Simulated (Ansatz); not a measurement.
Ga₂O₃ (model structure, started from the Bi2O3 type, P6₃mc, No. 186, 20 atoms in the cell)

Method: PBEsol+SOC (plane waves, PAW; Ansatz, a first-principles code).

Run with plane-wave cutoff 520 eV, 6×6×6 k mesh, Fermi–Dirac smearing 0.01 eV, PAW data made under PBE.

Cell (relaxed with PBEsol):

Space group P6₃mc (No. 186); a = 7.0746 Å, b = 7.0746 Å, c = 4.8063 Å, α = 90.00°, β = 90.00°, γ = 120.00°

```tsv
atom	site	symmetry	x	y	z
Ga	6c	.m.	0.1676	0.3351	0.2735
Ga	2b	3m.	0.6667	0.3333	0.1756
O	6c	.m.	0.0923	0.5461	0.4285
O	6c	.m.	0.2778	0.1389	0.3858
```

```json
{
  "band_gap": "0.33 eV (on the SCF k mesh)"
}
```

Note: the relaxation could raise the start's symmetry but not lower it, so the cell can be a saddle point.

Computed values are for the static lattice.

A model structure was made by putting elements into a prototype or built by hand; it is no filed structure, need not be a known phase, and can be a saddle point held by its symmetry.
